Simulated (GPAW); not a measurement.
Worked example: self-consistent single point of Li3Mg (Pm-3m, 4 atoms in the cell) in GPAW.

Method of the run: LDA (Perdew-Wang 92), GPAW PAW datasets LDA (gpaw-data 1.0.1) (plane waves; GPAW).

```
Li3Mg
1.0
    4.30430     0.00000     0.00000
    0.00000     4.30430     0.00000
    0.00000     0.00000     4.30430
Li Mg
3 1
Direct
  0.50000   0.50000   0.00000
  0.00000   0.50000   0.50000
  0.50000   0.00000   0.50000
  0.00000   0.00000   0.00000
```

Reference input (self-consistent single point, DFT PBEsol, plane waves, GPAW PAW datasets PBEsol (made by gpaw-setup)): mode = pw; ecut = 850 eV; xc = PBEsol; kpts = 10 10 10; mesh shift (steps) = 0 0 0; occupations.name = methfessel-paxton; occupations.width = 0.1 eV; occupations.order = 0; nbands = -10; convergence.density = 1e-05 e/electron; convergence.energy = 1e-05 eV/electron; symmetry.symmorphic = false. This run's input differs from it in these lines:

```diff
@@ -15,3 +15,3 @@
 calc = GPAW(mode={'name': 'pw', 'ecut': 850},
-            xc='PBEsol',
+            xc='LDA',
             kpts={'size': (10, 10, 10), 'gamma': True},
```

Its files differ too (potentials: GPAW PAW datasets LDA (gpaw-data 1.0.1)).

Output (repeated stretches shortened):

```
     iter     time        total  log10-change:
                         energy   eigst   dens
iter:   1 --:--:--    -8.358886
iter:   2 --:--:--    -8.337058   -0.73  -1.20
iter:   3 --:--:--    -8.140638   -1.21  -1.24
iter:   4 --:--:--    -8.140959   -2.06  -1.64
iter:   5 --:--:--    -8.177318   -2.80  -1.63
iter:   6 --:--:--    -8.138797   -2.63  -1.57
iter:   7 --:--:--    -8.137603   -4.49  -2.16
iter:   8 --:--:--    -8.135880   -4.25  -2.26
iter:   9 --:--:--    -8.135864   -5.76  -2.95
iter:  10 --:--:--    -8.135861c  -6.61  -3.48
iter:  11 --:--:--    -8.135861c  -7.23  -3.43
iter:  12 --:--:--    -8.135862c  -6.68  -3.62
iter:  13 --:--:--    -8.135862c  -8.52c -4.86
iter:  14 --:--:--    -8.135862c  -8.57c -5.08c
Converged after 14 iterations.

Dipole moment: (-0.000000, -0.000000, -0.000000) |e|*Ang

Energy contributions relative to reference atoms: (reference = -6026.056404)

Kinetic:         +4.613353
Potential:       -2.414223
External:        +0.000000
XC:             -10.221465
Entropy (-ST):   -0.010051
Local:           -0.108502
SIC:             +0.000000
--------------------------
Free energy:     -8.140887
Extrapolated:    -8.135862

Showing only first 2 kpts
 Kpt  Band  Eigenvalues  Occupancy
  0     4     -3.53775    2.00000
  0     5      2.30023    0.00000
  0     6      2.30023    0.00000
  0     7      2.30023    0.00000

  1     4     -3.47485    2.00000
  1     5      1.77705    0.00000
  1     6      2.37794    0.00000
  1     7      2.37794    0.00000

Fermi level: 1.15048

No gap
No difference between direct/indirect transitions
Energy (eV): -8.135862

Forces in eV/Ang:
  0 Li    0.00000    0.00000   -0.00000
  1 Li    0.00000   -0.00000    0.00000
  2 Li    0.00000    0.00000    0.00000
  3 Mg   -0.00000    0.00000   -0.00000

Stress tensor:
     0.005507     0.000000     0.000000
     0.000000     0.005507     0.000000
     0.000000     0.000000     0.005507
Stress (GPa, Voigt): [0.8823 0.8823 0.8823 0.     0.     0.    ]
```

The run converged in 14 iterations. GPAW prints stress with tension positive. Against the reference run the pressure goes from 0.11 to -0.88 GPa.

The starting cell comes from a database of computed structures (which also holds hypothetical and non-ambient phases and stackings), without a prior relaxation at this level. Its lattice was rescaled by a random factor within 2.5 % of one.

Cost on one core of a shared machine: roughly 50 s.
